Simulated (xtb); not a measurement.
xtb 6.7.1, GFN2-xTB: Cc1cc(-c2ccc3c(c2)oc2ccccc23)sc1-c1ccc[se]1, 38 atoms. The geometry is a generated start, not checked to be a minimum at this level.

```yaml
method: GFN2-xTB
"--acc": 1 (default)
"--etemp (K)": 300 (default)
detailed input (--input): "none: ANC optimiser, Lindh (1995) Hessian, microcycle=20, maxdispl=1.0, hlow=0.01 (default)"
basis_functions: 122
valence_electrons: 116
```

The structure is relaxed from this start with --opt LEVEL for the levels crude, sloppy, loose, lax, normal, tight, vtight, extreme, once each. Up to the end of the extreme run atoms move by at most 0.71 Å along an axis.

Question: Which level is enough to come within 1 meV of the tightest end point?

Answer: tight: 42 cycles against 65, ending 0.24 meV above.

```
level    cycles  energy above the extreme run (meV)  gradient norm (eV/Å)
-------  ------  ----------------------------------  --------------------
crude         6                                  43                  0.32
sloppy       12                                  14                  0.12
loose        16                                 8.3                 0.042
lax          16                                 8.3                 0.042
normal       18                                 8.0                 0.032
tight        42                                0.24                 0.013
vtight       61                          under 0.01                0.0014
extreme      65                                   —               0.00078
```
